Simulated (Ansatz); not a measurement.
Structures of equal composition on the (111)A surface of zinc-blende AlP (Al plane on top): 2x2 Si adatom at H3; 2x2 Si adatom at T4. The slabs share one bottom face, and each structure is named by its start. These are constructed structures in small cells; real faces may alloy, dewet or reconstruct in larger ones, and not all known structures of the face are among them. Slabs of about 17 Å with all that they carry, Fermi-Dirac smearing of 0.025 eV. Bottom of the slabs: H caps. Relaxed from the named starts with such symmetry as they have, on meshes of like density; energies extrapolated to zero smearing; no spin-orbit coupling, no U. Spin-polarised runs, if any, are marked in brackets, and their order is one that fits the cell; the others ran without spin. Where a second, spin-polarised start was run, the lower counts.

Host crystal: zinc-blende AlP, with a band gap (PBE, scalar-relativistic without spin-orbit coupling).

Computed with PBE (plane waves to 420 eV, PAW; Ansatz, a program for electronic structure).

Task: Rank these by energy per 1x1 cell (lowest first), as PBE gives it.

Result: 2x2 Si adatom at T4 (0.000 eV [spin, 1.0 μB a cell], gap 0.41 eV on the mesh), 2x2 Si adatom at H3 (0.039 eV [spin, 0.8 μB a cell], no gap over 0.04 eV on the mesh)
